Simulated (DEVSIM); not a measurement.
System: abrupt Si n-p junction, at 250 K.

Layer 1 from the left is Si, thickness (μm) 15.0, Nd (cm⁻³) 8.9e17, τn (s) 1.4e-5, τp (s) 1.4e-5. Layer 2 from the left is Si, thickness (μm) 0.960, Na (cm⁻³) 7.6e15, τn (s) 1.4e-5, τp (s) 1.4e-5.

Left contact: ohmic. Right contact: ohmic. Voltage is applied to the left contact. Recombination: SRH at mid-gap, radiative. Mobility is constant in doping.

Constants are typed, rounded textbook-type inputs, not results; the design itself was drawn at random and stands for no fabricated device. Values at 300 K; Nc and Nv go as T^1.5, mobilities as T to minus their exponent, the gap by Varshni's rule with the affinity fixed.

Si: gap (eV) 1.124, affinity (eV) 4.05, permittivity 11.7, Nc (cm⁻³) 2.86e19, Nv (cm⁻³) 3.1e19, μn (cm²/Vs) 1417, μp (cm²/Vs) 470, T exponent of μn 2.3, T exponent of μp 2.2, B (cm³/s) 4.7e-15, Varshni α (eV/K) 0.000473, Varshni β (K) 636.

Simulated with DEVSIM: 1D drift-diffusion, Boltzmann statistics, complete ionisation; no tunnelling, impact ionisation, image-force lowering or self-heating.

Dark forward current:

```csv
|V| (V),|J| (A/cm²)
0.05,3.597e-12
0.10,2.137e-11
0.15,1.447e-10
0.20,1.198e-9
0.25,1.111e-8
0.30,1.079e-7
0.35,1.066e-6
0.40,1.058e-5
0.45,0.0001051
0.50,0.001044
0.55,0.01035
0.60,0.1024
0.65,1.009
0.70,9.793
0.75,88.02
0.80,583.1
0.85,2315
```

### Question
Work out the local ideality factor n = ΔV / (kT/q · ln(J2/J1)) between the rows 0.10 and 0.15 V, 0.40 and 0.45 V, 0.80 and 0.85 V.

### Answer
kT/q = 21.54 mV. From 0.10 to 0.15 V: ln(1.447e-10/2.137e-11) = 1.913, n = 1.21. From 0.40 to 0.45 V: ln(0.0001051/1.058e-5) = 2.296, n = 1.01, near the 1 of diffusion or emission over a barrier. From 0.80 to 0.85 V: ln(2315/583.1) = 1.379, n = 1.68.

### Question
Estimate the current at 0.45 V from the Shockley equation with J0 = Σ q ni² D/(N L) coth(W/L), τ joining the SRH, radiative and Auger lifetimes that are on, and W taken as the whole layer.

### Answer
ni² = 6.36e15 cm⁻⁶; holes in the n layer: μ = 702 cm²/Vs, D = 15.1 cm²/s, τ = 1.32e-5 s, L = 141 μm, W/L = 0.11, term 1.16e-17 A/cm²; electrons in the p layer: μ = 2160 cm²/Vs, D = 46.4 cm²/s, τ = 1.40e-5 s, L = 255 μm, W/L = 0.0038, term 6.49e-14 A/cm². J0 = 6.49e-14 A/cm², and J = J0 exp(qV/kT) = 7.67e-5 A/cm². The simulation gives 0.000105 A/cm²; the estimate lies 27 % below. The estimate leaves out recombination in the depletion region and that region's share of W.
